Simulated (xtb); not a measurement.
xtb 6.7.1, GFN1-xTB: Fc1ccc(-c2cccc(-c3ccc(C(F)(F)F)[se]3)c2)[se]1, 29 atoms. The geometry is a generated start, not checked to be a minimum at this level.

```json
{
  "run_flags": "--grad",
  "method": "GFN1-xTB",
  "--acc": "1 (default)",
  "--etemp (K)": "300 (default)",
  "basis_functions": "112",
  "valence_electrons": "108"
}
```

```xyz
29

F      6.7475    -1.9992    -0.0453
C      5.5318    -1.3558    -0.0254
C      4.6165    -1.3257    -1.0298
C      3.4665    -0.6653    -0.8950
C      3.1696     0.0012     0.2527
C      1.9423     0.7700     0.5403
C      2.0191     2.0098     1.1303
C      0.8460     2.6790     1.3742
C     -0.3430     2.0768     1.0170
C     -0.4016     0.8301     0.4248
C     -1.7370     0.2922     0.0890
C     -2.1758    -0.9556     0.3183
C     -3.4138    -1.3300    -0.0325
C     -4.2517    -0.4425    -0.6316
C     -5.6666    -0.7248    -1.0786
F     -5.8286    -0.1926    -2.3648
F     -6.5589    -0.0069    -0.2811
F     -5.9649    -2.0657    -1.0261
Se    -3.1584     1.2337    -0.7485
C      0.7572     0.1626     0.1808
Se     4.8068    -0.3483     1.3859
H      4.8578    -1.8785    -1.9875
H      2.7081    -0.6434    -1.7340
H      2.9500     2.4777     1.4082
H      0.8624     3.6553     1.8361
H     -1.2732     2.6254     1.2189
H     -1.4803    -1.7003     0.8181
H     -3.7812    -2.3772     0.1603
H      0.7533    -0.8018    -0.2746
```

One run each on 1 thread. Values of broydamp tried: 0.02, 0.05, 0.1, 0.2, 0.4 (default), 0.6, 0.8, 1.

**Question.** Which value of broydamp needs the fewest SCC iterations, and what happens away from it?

**Answer.** Fewest SCC iterations, within one of each other: 0.2 with 13, 0.4 (default) with 13, 0.6 with 14. The count rises to 21 at 0.02. All converge to one solution.

```csv
broydamp,SCC iterations,end
0.02,21,same solution
0.05,18,same solution
0.1,16,same solution
0.2,13,same solution
0.4 (default),13,same solution
0.6,14,same solution
0.8,15,same solution
1,18,same solution
```
